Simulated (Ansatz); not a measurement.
**Al2Cu, pressure series**

Start from Al₂Cu (space group I4/mcm, No. 140; a = 6.006 Å, c = 4.790 Å).

Cell and atoms are relaxed at each pressure.

Method: plane-wave PAW DFT at the r2SCAN level (Ansatz, a program for electronic structure, 500 eV), without spin-orbit coupling.

| P (GPa) | V (Å³/atom) |
|---|---|
| -2.00 | 14.663 |
| -1.00 | 14.527 |
| 0.30 | 14.361 |
| 0.70 | 14.311 |
| 1.49 | 14.216 |
| 3.00 | 14.045 |
| 5.00 | 13.834 |
| 7.50 | 13.593 |
| 10.00 | 13.371 |

**Question.** Fit a third-order Birch–Murnaghan equation of state.

**Answer.** Least squares on P(V) = (3B₀/2)[(V₀/V)^(7/3) − (V₀/V)^(5/3)]·[1 + (3/4)(B₀′ − 4)((V₀/V)^(2/3) − 1)] gives V₀ = 14.40 Å³/atom, B₀ = 114 GPa and B₀′ = 4.5.

Load acts through the strain it causes; cell and atoms are relaxed under it. Stability against distortions was not tested. No other phases were tried under pressure. The final runs are not spin-polarised.
